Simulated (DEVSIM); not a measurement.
System: Si/Ge p-n heterojunction, at 300 K.

Layer 1 from the left is Si, thickness (μm) 0.170, Na (cm⁻³) 7.9e17, τn (s) 1.2e-5, τp (s) 1.2e-5. Layer 2 from the left is Ge, thickness (μm) 0.660, Nd (cm⁻³) 1.7e16, τn (s) 1.2e-5, τp (s) 1.2e-5.

Left contact: ohmic. Right contact: ohmic. Voltage is applied to the left contact. Recombination: SRH at mid-gap. Mobility is constant in doping.

Constants are typed, rounded textbook-type inputs, not results; the design itself was drawn at random and stands for no fabricated device. Values at 300 K.

Si: gap (eV) 1.124, affinity (eV) 4.05, permittivity 11.7, Nc (cm⁻³) 2.86e19, Nv (cm⁻³) 3.1e19, μn (cm²/Vs) 1417, μp (cm²/Vs) 470. Ge: gap (eV) 0.664, affinity (eV) 4, permittivity 16, Nc (cm⁻³) 1.04e19, Nv (cm⁻³) 6e18, μn (cm²/Vs) 3900, μp (cm²/Vs) 1900.

Model (solved in DEVSIM): 1D drift-diffusion, Boltzmann statistics, complete ionisation; no tunnelling, impact ionisation, image-force lowering or self-heating. Band offsets follow the typed affinities; no thermionic-emission limit at abrupt steps, no polarisation charge.

What does the simulation give for the dark forward voltage at 1 A/cm², the largest field in the device at zero bias, the dark forward voltage at 100 A/cm²?

dark forward voltage at 1 A/cm² 0.151 V; largest field in the device at zero bias 300000 V/cm; dark forward voltage at 100 A/cm² 0.370 V.
